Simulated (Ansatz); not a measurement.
System: KS (P-62m, No. 189; cell taken from a computed entry). Method: PBE0 (Ansatz, an electronic-structure program, PAW).

Run with plane-wave cutoff 500 eV, 4×4×4 k mesh, gaussian smearing 0.02 eV, scalar-relativistic PAW data made under PBE.

Cell (relaxed with PBEsol):

```
KS
1.0
    8.45559     0.00000     0.00000
   -4.22779     7.32275     0.00000
    0.00000     0.00000     5.71925
K S
6 6
Cartesian
 -2.72382   4.71779   2.85962
  5.44763   0.00000   2.85962
  1.50398   2.60496   2.85962
 -1.30874   2.26680   0.00000
  2.61748   0.00000   0.00000
  2.91905   5.05595   0.00000
  4.22779   2.44092   1.06813
  4.22779   2.44092   4.65111
  0.00000   4.88183   1.06813
  0.00000   4.88183   4.65111
  0.00000   0.00000   3.92086
  0.00000   0.00000   1.79839
```

Predict the band gap.


- band gap = 3.31 eV (on the SCF k mesh)

Note: cell and atoms aren't relaxed at this level (pressure 0.8 GPa).

Static lattice: no zero-point or thermal effects.
